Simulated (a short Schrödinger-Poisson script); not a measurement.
System: gated Al0.2Ga0.8As/GaAs modulation-doped gas, at 300 K.

| layer | material | thickness (nm) | Nd (cm⁻³) | Na (cm⁻³) |
|---|---|---|---|---|
| 1 | Al0.2Ga0.8As | 8 | - | - |
| 2 | Al0.2Ga0.8As | 10 | 1.2e18 | - |
| 3 | Al0.2Ga0.8As | 10 | - | - |
| 4 | GaAs | 6000 | - | 4e15 |

Constants are typed, rounded textbook-type inputs, not results; the design itself was drawn at random and stands for no fabricated device. Al0.2Ga0.8As: permittivity 12.33, conduction-band edge (eV) 0.158, gap (eV) 1.673, electron mass (mₑ) 0.0836, Nv at 300 K (cm⁻³) 9e18. GaAs: permittivity 12.9, conduction-band edge (eV) 0, gap (eV) 1.424, Nv at 300 K (cm⁻³) 9e18.

Channel valleys (confinement mass, in-plane density-of-states mass, number): Γ 0.067, 0.067, 1. At the gate the conduction-band edge of layer 1 lies 0.91 eV − eVg above the Fermi level of the channel; the field vanishes at the back. The barrier under the gate holds no holes. Gaps are held at their typed values at every temperature. Mesh 0.08 nm at interfaces.

From a short Schrödinger-Poisson script (our own, NumPy): 1D Poisson equation in equilibrium, electrons quantum, Hartree plus LDA exchange-correlation (BenDaniel-Duke, 40 states a valley, the channel's in-plane mass for all, wave functions free to enter the barrier), parabolic valleys, classical holes, full ionisation, no traps, pinning or gate leakage.

The same stack at other levels of the model or other numerical settings:

```
run                                          sheet density of all electrons at Vg = 0.5 V (cm⁻²)  rough cost against the base
-------------------------------------------  ---------------------------------------------------  ---------------------------
base                                                                                      2.13e9                      about 1
electrons treated as classical, Boltzmann                                                 2.57e9                         0.03
electrons treated as classical, Fermi-Dirac                                               2.57e9                          0.2
electrons treated as quantum, Hartree                                                        [?]                      about 1
mesh six times as coarse                                                                  2.14e9                          0.2
one subband a valley                                                                         [?]                          0.2
```

Q: Some entries are withheld; supply them.

A: 
- one subband a valley, sheet density of all electrons at Vg = 0.5 V (cm⁻²): 1.45e9
- electrons treated as quantum, Hartree, sheet density of all electrons at Vg = 0.5 V (cm⁻²): 2.03e9

The classical rows ignore confinement, and Boltzmann statistics overrate the density once the band edge passes the Fermi level.
